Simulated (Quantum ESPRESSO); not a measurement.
A relaxation of the atoms of Ba₂MgH₆ (P1, 9 atoms in the cell) with Quantum ESPRESSO.

Level of theory: LDA (PZ), GBRV 1.5 ultrasoft (LDA) pseudopotentials (plane waves; Quantum ESPRESSO).

Input as run:

```fortran
&control
   calculation = 'relax'
   prefix = 'pwscf'
   outdir = './work'
   pseudo_dir = './'
/
&system
   ibrav = 0
   nat = 9
   ntyp = 3
   ecutwfc = 40
   ecutrho = 200
   occupations = 'fixed'
   nbnd = 24
/
&electrons
   conv_thr = 1e-8
/
&ions
   ion_dynamics = 'fire'
/
ATOMIC_SPECIES
Ba   137.3270  ba_lda_v1.uspp.F.UPF
Mg    24.3050  mg_lda_v1.4.uspp.F.UPF
H      1.0080  h_lda_v1.4.uspp.F.UPF
CELL_PARAMETERS angstrom
   5.71782000     0.00000000     0.00000000
  -2.85891000     4.95177700     0.00000000
   0.00000000     0.00000000     4.53831000
ATOMIC_POSITIONS bohr
Ba    5.43603116    3.13032784    2.33027212
Ba   -0.07123271    6.33180076    6.36133458
Mg    0.06533312   -0.04793849   -0.03235786
H     5.33190228    6.20782321    6.60034366
H     0.03455475    3.14095796    1.81020502
H     2.76004207    1.60341739    6.62953692
H     2.59734407    7.80395110    2.02293674
H     8.00845323    1.55780892    6.65438207
H    -2.55220030    7.70186075    1.92800720
K_POINTS automatic
5 5 5  0 0 0
```

The program printed (abridged):

```
     Self-consistent Calculation

     iteration #  1     ecut=    40.00 Ry     beta= 0.70

     negative rho (up, down):  1.854E-01 0.000E+00

     total energy              =    -272.89121776 Ry
     estimated scf accuracy    <       0.44437516 Ry

     iteration #  2     ecut=    40.00 Ry     beta= 0.70

     negative rho (up, down):  1.830E-01 0.000E+00

     total energy              =    -272.97920055 Ry
     estimated scf accuracy    <       0.01246178 Ry

     iteration #  3     ecut=    40.00 Ry     beta= 0.70

     negative rho (up, down):  1.813E-01 0.000E+00

     total energy              =    -272.98167442 Ry
     estimated scf accuracy    <       0.00047265 Ry

   [... 2 blocks of this kind left out ...]

     iteration #  6     ecut=    40.00 Ry     beta= 0.70

     negative rho (up, down):  1.805E-01 0.000E+00

     total energy              =    -272.98176729 Ry
     estimated scf accuracy    <       0.00000006 Ry

     iteration #  7     ecut=    40.00 Ry     beta= 0.70

     negative rho (up, down):  1.805E-01 0.000E+00
     End of self-consistent calculation

     highest occupied, lowest unoccupied level (ev):     5.2624    7.8326

!    total energy              =    -272.98176744 Ry
     estimated scf accuracy    <          8.0E-09 Ry

     convergence has been achieved in   7 iterations

     negative rho (up, down):  1.805E-01 0.000E+00

     Forces acting on atoms (cartesian axes, Ry/au):

     atom    1 type  1   force =    -0.00240885   -0.00196082   -0.00431449
     atom    2 type  1   force =     0.01064254   -0.00884095   -0.00195684
     atom    3 type  2   force =    -0.01168002    0.00736517    0.00380868
     atom    4 type  3   force =     0.00292550   -0.00509417    0.00182719
     atom    5 type  3   force =    -0.00077408    0.00670927    0.00586322
     atom    6 type  3   force =     0.00505283   -0.00020555   -0.00069108
   [... lines left out ...]
     Total force =     0.024765     Total SCF correction =     0.000125
     highest occupied, lowest unoccupied level (ev):     5.2393    7.7985
!    total energy              =    -272.98486059 Ry
     Total force =     0.002164     Total SCF correction =     0.000064
     Final energy =    -272.9848605869 Ry
     new unit-cell volume =    867.12622 a.u.^3 (   128.49485 Ang^3 )
   [... lines left out ...]
H                0.0202746728        3.2352618348        1.9046722075
H                2.8045720305        1.6020030465        6.6420976414
H                2.6081541907        7.7727648719        1.9523456274
H                7.9882513390        1.6003581782        6.6582208505
H               -2.6014106801        7.7247373209        1.9131702631
End final coordinates

   JOB DONE.
```

The run converged. 

Summary of the result:
- Free energy E − TS = -3714.1482 eV
- Top of the valence band (on the code's own zero) = 5.24 eV
- Gap on the k-point mesh = 2.56 eV
- Largest force (vector length) = 0.031 eV/Å

The starting cell comes from a database of computed structures (which also holds hypothetical and non-ambient phases and stackings), without a prior relaxation at this level. For this run, on top of that: atoms moved at random.

Cost on one core of a shared machine: roughly 10 min.
